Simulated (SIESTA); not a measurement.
A user runs SIESTA on Ca₆Sn₂NO (Fm-3m, 10 atoms in the cell) and asks whether the run is sound. The aim is a self-consistent single point with DFT, GGA PBEsol, numerical atomic orbitals DZP, PseudoDojo PBEsol standard norm-conserving potentials (rewritten from UPF to PSML).

Cell that was meant: a = 6.9005 Å, b = 6.9005 Å, c = 6.9005 Å, α = 60.00°, β = 60.00°, γ = 60.00°.

Part of the input:

```
XC.authors                   PBEsol
PAO.BasisSize                DZP
PAO.EnergyShift              0.01 Ry
PAO.SplitNorm                0.001
PAO.SplitTailNorm            false
MeshCutoff                   350 Ry
%block kgrid.MonkhorstPack
    4   0   0  0.0
```

The program printed (abridged):

```
reinit: Reading from file input.fdf

reinit: System Name: Ca6Sn2NO
reinit: System Label: ca6sn2no

   [... lines left out ...]

outcell: Cell vector modules (Ang)   :    6.900450    6.900450    6.900450
outcell: Cell angles (23,13,12) (deg):     60.0000     60.0000     60.0000
outcell: Cell volume (Ang**3)        :    232.3364
new_DM -- step:     1
Initializing Density Matrix...

Attempting to read DM from file... Failed...
DM filled with atomic data:

InitMesh: MESH = 64 x 64 x 64 = 262144
InitMesh: Mesh cutoff (required, used) =   350.000   356.614 Ry

stepf: Methfessel-Paxton step function
       Using Hermite-Gauss polynomials of order  0
        iscf     Eharris(eV)        E_KS(eV)     FreeEng(eV)     dDmax    Ef(eV) dHmax(eV)
   scf:    1   -11234.917367   -11299.841637   -11299.873457 30.812901 -4.600229 18.180220
   scf:    2   -11320.328093   -11312.396095   -11312.424872 16.745246 -4.680074  5.400791
   scf:    3   -11313.300899   -11313.929823   -11313.947981  6.146565 -4.615265  2.464887
   scf:    4   -11296.863268   -11308.640840   -11308.669710 13.907563 -4.338859 12.872651
   scf:    5   -11313.566016   -11311.257483   -11311.286455  4.344413 -4.397012  9.410254
   [... 8 lines left out ...]
   scf:   14   -11314.304865   -11314.304868   -11314.327791  0.001107 -4.501682  0.006305
   scf:   15   -11314.304849   -11314.304859   -11314.327793  0.002306 -4.501586  0.000044
   scf:   16   -11314.304859   -11314.304859   -11314.327793  0.000021 -4.501588  0.000006
   scf:   17   -11314.304859   -11314.304859   -11314.327793  0.000005 -4.501588  0.000003
SCF Convergence by DM+H criterion
max |DM_out - DM_in|         :     0.0000047855
max |H_out - H_in|      (eV) :     0.0000026621
SCF cycle converged after 17 iterations

Using DM_out to compute the final energy and forces

siesta: E_KS(eV) =           -11314.3049

siesta: E_KS - E_eggbox =    -11314.3049

siesta: Atomic forces (eV/Ang):
     1    0.594394   -0.000015   -0.000015
     2   -0.594394    0.000015    0.000015
     3   -0.000015    0.594394   -0.000015
     4    0.000015   -0.594394    0.000015
     5   -0.000015   -0.000015    0.594394
     6    0.000015    0.000015   -0.594394
     7    0.000011    0.000011    0.000011
     8   -0.000011   -0.000011   -0.000011
     9   -0.000001   -0.000001   -0.000001
    10    0.000000    0.000000    0.000000
   [... lines left out ...]
siesta: FreeEng =    -11314.327793
   [... lines left out ...]
siesta:    -0.000071   -0.054185   -0.000071
siesta:    -0.000071   -0.000071   -0.054185

siesta: Cell volume =        232.336395 Ang**3

siesta: Pressure (static):
siesta:                Solid            Molecule  Units
siesta:           0.00059015          0.00045551  Ry/Bohr**3
siesta:           0.05418480          0.04182285  eV/Ang**3
siesta:          86.81361362         67.00758943  kBar
```

### Question
Can these results be used? Check the input.

### Answer
The run is not sound. The fault is a split norm that is too small. The second zeta is cut where the first orbital's tail holds this norm, and too small a value may not be reachable. To fix it, use the usual split norm. The run converged in 17 iterations without an error; against the sound input the free energy rises by 128 meV/atom, the pressure goes from 6.31 to 8.68 GPa and the largest force goes from 0.223 to 0.594 eV/Å. The full log also holds: “* WARNING: effective split_norm is quite small. Orbitals will be very similar.”.

The sound input it was made from differs as follows (other fixes are possible):
```diff
-PAO.SplitNorm                0.001
-PAO.SplitTailNorm            false
```

With that input, the run converged in 15 iterations: free energy E − TS -11315.6059 eV; Fermi level (on the code's own zero) -4.78 eV; pressure 6.31 GPa; largest force (vector length) 0.223 eV/Å (DFT, GGA PBEsol, numerical atomic orbitals DZP, PseudoDojo PBEsol standard norm-conserving potentials (rewritten from UPF to PSML)).

On the sound input: the starting cell comes from a database of computed structures (which also holds hypothetical and non-ambient phases and stackings), without a prior relaxation at this level. Values carry the incompleteness of an atom-centred basis. With a pressure of about 6 GPa the cell is away from its equilibrium volume at this level.
